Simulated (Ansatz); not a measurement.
Data:

```
CELL_PARAMETERS angstrom
      3.56753     0.00000     0.00000
      0.00000     3.52294     0.00000
      0.00000     0.00000     5.16669
ATOMIC_POSITIONS crystal
  Hf 0.00000 0.00000 0.99914
  Hf 0.50000 0.50000 0.50086
  O  0.00000 0.50000 0.20239
  O  0.00000 0.50000 0.70094
  O  0.50000 0.00000 0.29761
  O  0.50000 0.00000 0.79906
```

No spin polarisation.

Level of theory: PBEsol (Ansatz, a first-principles code; PAW; 420 eV plane waves; no spin-orbit coupling), earlier PAW set. k-mesh 9×9×7 (Γ-centred); smearing 0.05 eV (Fermi–Dirac).

Predict the band gap, smallest direct gap and pressure.

Band gap: 4.55 eV
Smallest direct gap: 4.62 eV
Pressure (mean of the normal stresses, compression positive): 3.03 GPa

Spin-orbit coupling, missing from the scalar runs, can matter with Hf. The cells carry an imposed strain or load. Whether these cells are dynamically stable was not tested. The cell was made from HfO2 (space group P4_2/nmc, No. 137) by this change: uniaxial strain ε_yy = −1.25 %. This is not the structure that HfO2 has at room temperature and ambient pressure.
